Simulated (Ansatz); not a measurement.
Surface energy of the (111) surface of alpha tin in its 1x1 cell, outermost plane spacing 0.96 Å in the ideal cut, worked from total energies, which count from the potentials' own zero.

These are PBE (plane waves to 420 eV, PAW; Ansatz, a program for electronic structure) values and carry that method's errors.

Model: 8-atom slab, 12.5 Å thick at the start, 9x9x1 mesh, Fermi-Dirac 0.1 eV, dipole correction, all atoms relaxed; symmetry of the start imposed; no spin, no spin-orbit, no U.

```tsv
quantity	value
slab, Sn8	-48192.1515 eV
bulk cell, Sn2, on the slab's in-plane mesh	-12048.4222 eV
area of one face	19.189 Å²
```

What surface energy follows, as the mean over the slab's two faces?

the slab holds N = 4 bulk cells, so E(slab) − N·E(bulk) = 1.537 eV. Divided by 2A = 38.38 Å² this is 40.1 meV/Å², and with 1 eV/Å² = 16.02 J/m², γ = 0.64 J/m².
